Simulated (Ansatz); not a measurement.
**InP under a change: isotropic strain +3.00 %**

Start from InP in the zinc blende structure (space group F-43m, No. 216; a = 5.9070 Å).

One thing is altered: every lattice vector is stretched by 3.00 %, atoms relaxed at fixed cell.

Computed with r2SCAN (Ansatz, a quantum-chemistry and plane-wave program, PAW, without spin-orbit coupling). Γ-centred 10×10×10 mesh, Fermi–Dirac width 0.05 eV.

```tsv
quantity	base	changed	shift
volume per atom	25.76 Å³	28.15 Å³	+2.39 Å³
space group	F-43m (No. 216)	F-43m (No. 216)	–
energy relative to the base (free energy F)	0 meV/atom	+40 meV/atom	+40 meV/atom
pressure	0.00 GPa	-4.94 GPa	-4.94 GPa
band gap	1.03 eV	0.51 eV	-0.52 eV
gap character	direct at Γ	direct at Γ	–
mean gap deformation potential ΔEg/Δln V	–	-5.8 eV	–
width of the top valence band	2.90 eV	2.53 eV	-0.37 eV
electron mass	0.074 mₑ (at Γ)	0.040 mₑ (at Γ)	–
hole mass (degenerate bands, along [100])	0.073, 0.44, 0.44 mₑ (at Γ)	0.040, 0.49, 0.49 mₑ (at Γ)	–
valley order (the lowest conduction-band minima on the path, energy above the VBM, named in the base's zone)	Γ 1.03 eV; L along ⟨111⟩ 1.80 eV; X along ⟨100⟩ 2.04 eV	Γ 0.51 eV; L along ⟨111⟩ 1.56 eV; X along ⟨100⟩ 2.17 eV	–
```

Effective masses come from finite differences of ±0.01 Å⁻¹. Whether these cells are dynamically stable was not tested.
